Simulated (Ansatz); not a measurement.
Sensitivity of a calculation on a (001) slab of Mg7Mo (cut from a parent of space group no. 187; 16 atoms in the cell) to its settings

```yaml
crystal:
  lattice:
    - [6.21773, 0.00000, 0.00000]
    - [-3.10887, 5.38471, 0.00000]
    - [0.00000, 0.00000, 23.40120]
  atoms:
    - { symbol: Mg, position: [0.50117, 0.00234, 0.44729] }
    - { symbol: Mg, position: [0.50117, 0.49883, 0.44729] }
    - { symbol: Mg, position: [0.99766, 0.49883, 0.44729] }
    - { symbol: Mg, position: [0.31522, 0.15761, 0.34186] }
    - { symbol: Mg, position: [0.84239, 0.68478, 0.34186] }
    - { symbol: Mg, position: [0.84239, 0.15761, 0.34186] }
    - { symbol: Mg, position: [0.33333, 0.66667, 0.34186] }
    - { symbol: Mg, position: [0.50117, 0.00234, 0.65814] }
    - { symbol: Mg, position: [0.50117, 0.49883, 0.65814] }
    - { symbol: Mg, position: [0.99766, 0.49883, 0.65814] }
    - { symbol: Mg, position: [0.31522, 0.15761, 0.55271] }
    - { symbol: Mg, position: [0.84239, 0.68478, 0.55271] }
    - { symbol: Mg, position: [0.84239, 0.15761, 0.55271] }
    - { symbol: Mg, position: [0.33333, 0.66667, 0.55271] }
    - { symbol: Mo, position: [0.00000, 0.00000, 0.44729], spin: 2.0 }
    - { symbol: Mo, position: [0.00000, 0.00000, 0.65814], spin: 2.0 }
```
(The spins are starting values, not results.)

Base run A: Ansatz (a program for electronic structure) with PBE, PAW files, self-consistent single point.

Its settings: kpoints.mp_grid.grid = 4 4 1; hamiltonian.xc = pbe; hamiltonian.pseudopotentials = {kind: paw} (the program's default PAW files); magnetization.spin_polarized = true; scf.occupations.method = gaussian; scf.occupations.width = 0.05 eV; efield.axis = 3; efield.dipole_correction = true.

The starting cell comes from a database of computed structures (which also holds hypothetical and non-ambient phases and stackings), without a prior relaxation at this level. The slab is cut from that crystal, and its faces are unrelaxed. The magnetic order is the one reached from the typed start; others were not searched systematically.

ΔF is the free energy per atom less that of run A. A dash stands where there is no value to compare (another energy zero or no entropy term, no result, no spin, no clean gap, or a mesh too coarse for one). 

These are the values that this program gave, and no reference: magnetic slabs can end in a higher state.

```csv
run,change,ΔF (meV/atom),largest force (eV/Å),size of the net moment (μB/atom),k-points
A,base,0.00,0.580,0.18,4
B,scf.occupations.method: gaussian → fermi_dirac,-1.75,0.595,0.15,4
C,magnetization.spin_polarized: true → default,17.7,1.200,–,4
D,kpoints.mp_grid.shift: default → 0.5 0.5 0,-5.9,0.616,0.17,6
E,scf.occupations.width: 0.05 eV → 0.2 eV,-5.2,0.594,0.15,4
F,scf.convergence.dr2_threshold: default (1e-07 eV) → 1e-08 eV,0.00,0.580,0.18,4
G,crystal.symmetry.detect: default → false,0.00,0.580,0.18,10
H,scf.mixing.algorithm: default (the program chose Broyden) → anderson; scf.mixing.beta: default → 0.1,0.00,0.580,0.18,4
I,scf.mixing.algorithm: default (the program chose Broyden) → msr1; scf.mixing.ndim: default → 20,0.00,0.580,0.18,4
```

Run B against A: The free energy drops by 1.7 meV/atom, the largest force goes from 0.580 to 0.595 eV/Å and the size of the net moment moves little (0.18 to 0.15 μB/atom).

Run E against A: The free energy goes down by 5.2 meV/atom, the largest force goes from 0.580 to 0.594 eV/Å and the size of the net moment moves little (0.18 to 0.15 μB/atom).

Keys are those of Ansatz 0.2.
